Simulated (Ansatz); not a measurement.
Start from BN in the wurtzite structure (space group P6_3mc, No. 186).

```xyz
4
Lattice="2.5541 0.0000 0.0000 -1.2770 2.2119 0.0000 0.0000 0.0000 4.2239" Properties=species:S:1:pos:R:3 pbc="T T T"
B      1.2770     0.7373     4.2236
B      0.0000     1.4746     2.1116
N      1.2770     0.7373     2.6412
N      0.0000     1.4746     0.5292
```

Level of theory: plane-wave PAW DFT at the PBE level (Ansatz, an electronic-structure program, 420 eV), no spin-orbit coupling, earlier PAW set.

Carriers are added at fixed cell with a uniform background; the Fermi–Dirac width is that of 300 K.

One change was made to it. Results:

```json
[
 {"quantity": "Fermi level relative to the doped band's edge (positive inside the band; to 0.05 eV)", "base": "–", "after": "+1.00 eV"},
 {"quantity": "gap between the host's bands", "base": "5.22 eV", "after": "4.94 eV"},
 {"quantity": "gap character", "base": "indirect, Γ → K", "after": "indirect, Γ → K"}
]
```

Q: Which of these changes matches the shifts?
A) electrons 2.0×10^22 cm⁻³
B) electrons 1.0×10^21 cm⁻³
C) electrons 3.0×10^21 cm⁻³

A: C, electrons 3.0×10^21 cm⁻³. For comparison, the Fermi level from band edge in the other runs: electrons 2.0×10^22 cm⁻³ gives +2.25 eV; electrons 1.0×10^21 cm⁻³ gives +0.50 eV.

Charged cell with a jellium background: band edges are those of the host's band count, energies are not comparable with the neutral cell, and many-body gap narrowing is missing. Semilocal Kohn–Sham gaps tend to fall short of experiment. Stability against distortions was not tested.
